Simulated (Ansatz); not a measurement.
```yaml
crystal:
  lattice:
    - [3.49425, 0.00000, 0.00000]
    - [-1.74713, 3.07220, 0.00000]
    - [0.00000, 0.00000, 5.57685]
  atoms:
    - { symbol: Hf, position: [0.00000, 0.00000, 0.00000] }
    - { symbol: S, position: [0.66791, 0.33582, 0.26398] }
    - { symbol: S, position: [0.33209, 0.66418, 0.73602] }
```

No spin polarisation.

Level of theory: PBEsol-D3(BJ) (Ansatz, a first-principles code, PAW, no spin-orbit coupling). Γ-centred 11×11×6 mesh, Fermi–Dirac width 0.05 eV.

Question: What is the computed band gap?

Answer: 0.33 eV.

Question: Predict the valence-band top at Γ (three highest levels, from the VBM).

Answer: 0.00, -0.19, -0.29 eV.

Spin-orbit coupling, missing from the scalar runs, can matter with Hf. The cells carry an imposed strain or load. No phonon test of stability was made. The cell was made from HfS2 in the CdI2 type structure (space group P-3m1, No. 164; layered, stacked along the Cartesian z axis) by this change: uniaxial strain ε_xx = −1.50 %.
